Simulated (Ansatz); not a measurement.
We consider antiferromagnetic (type II) rock-salt CoO, described by BLYP (PAW; Ansatz, a first-principles code).

Run with plane-wave cutoff 930 eV, 14×14×14 k mesh, Fermi–Dirac smearing 0.01 eV, spin-polarised with opposed moments, scalar-relativistic PAW data made under PBE.

Starting structure:

```
CELL_PARAMETERS angstrom
      4.26000     2.13000     2.13000
      2.13000     4.26000     2.13000
      2.13000     2.13000     4.26000
ATOMIC_POSITIONS crystal
  Co 0.00000 0.00000 0.00000
  Co 0.50000 0.50000 0.50000
  O  0.25000 0.25000 0.25000
  O  0.75000 0.75000 0.75000
```

Question: Into what structure does the relaxation of cell and atoms lead at this level, with the symmetry of the start kept?

Answer: The volume rises by 3.0 %; final space group R-3m.
```
CELL_PARAMETERS angstrom
      4.32969     2.19169     2.19169
      2.19169     4.32969     2.19169
      2.19169     2.19169     4.32969
ATOMIC_POSITIONS crystal
  Co 0.00000 0.00000 0.00000
  Co 0.50000 0.50000 0.50000
  O  0.25000 0.25000 0.25000
  O  0.75000 0.75000 0.75000
```

Note: the solid has no gap at this level, which affects its response.
